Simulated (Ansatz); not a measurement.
The reference is Ir in the fcc (Cu type) structure (space group Fm-3m, No. 225; a = 3.831 Å; relaxed with 0.1 eV smearing). Axes: x, y, z lie along the cube axes.

The values are results of PBEsol/PAW in Ansatz (an electronic-structure program), no SOC, not measurements.

Base values:

The volume per atom comes out as 14.06 Å³.

The change: compressive biaxial strain of 2.00 % in the plane normal to [001], as in epitaxy on a mismatched substrate; the out-of-plane cell vector and the atoms relax.

Question: Predict the new volume per atom.

Answer: The volume per atom falls by 0.34 Å³ to 13.72 Å³.

Whether these cells are dynamically stable was not tested. All final runs are without spin polarisation.
